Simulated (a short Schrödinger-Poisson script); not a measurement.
From a short Schrödinger-Poisson script (our own, NumPy): one-band effective-mass equation with BenDaniel-Duke matching, electrons, heavy and light holes apart, hard walls at the outer ends, one valence edge for both holes (no strain splitting), no charge, excitons, band mixing or non-parabolicity; under a field the levels are quasi-bound states of a box, listed while three quarters of their weight lies within 4 nm of the wells.

Stack: single GaAs/Al0.4Ga0.6As quantum well.

From the first side: 20 nm Al0.4Ga0.6As; 6 nm GaAs; 20 nm Al0.4Ga0.6As.

The device is made up for the run: typed textbook-type constants, with dimensions and the other settings drawn at random. GaAs: direct gap (eV) 1.424, conduction-band edge (eV) 0, electron mass (mₑ) 0.067, heavy-hole mass 0.377, light-hole mass 0.09. Al0.4Ga0.6As: direct gap (eV) 1.923, conduction-band edge (eV) 0.316, electron mass (mₑ) 0.1002, heavy-hole mass 0.417, light-hole mass 0.126.

The valence-band edge of each layer lies one gap below its conduction-band edge. The electron's potential energy rises along the stack by the applied field. Mesh 0.03 nm at interfaces.

Give the e1 above the well's band edge (meV); the e1-hh1 transition at zero applied field (eV); the shift of e1-hh1 at 67.5 kV/cm (meV).

e1 above the well's band edge (meV): 65.0; e1-hh1 transition at zero applied field (eV): 1.506; shift of e1-hh1 at 67.5 kV/cm (meV): -2.5. Excitons are left out, and strain enters only through the typed gaps and offsets, so measured lines lie elsewhere.
